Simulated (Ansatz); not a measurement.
Consider HfB$_{2}$ (space group P6/mmm, No. 191; a = 3.128 Å, c = 3.446 Å; relaxed with 0.1 eV smearing). Axes: x lies along a and z along c of the hexagonal cell.

The values are results of Ansatz (an electronic-structure program), PBEsol, PAW, cutoff 420 eV, no SOC, not measurements.

Base values:

| Item | Value |
|---|---|
| Pressure | 0.0 GPa |

Modification: biaxial strain +0.50 %, plane normal [001], relaxed out of plane (Cartesian); in-plane vectors clamped, the third vector and the atoms free.

**Question.** What does the calculation give for the out-of-plane strain after the change?

**Answer.** The out-of-plane strain is -0.28 %.

**Question.** What does the calculation give for the pressure after the change?

**Answer.** The pressure (mean of the normal stresses, compression positive) goes from zero to -2.0 GPa.

Whether these cells are dynamically stable was not tested. The final runs are not spin-polarised.
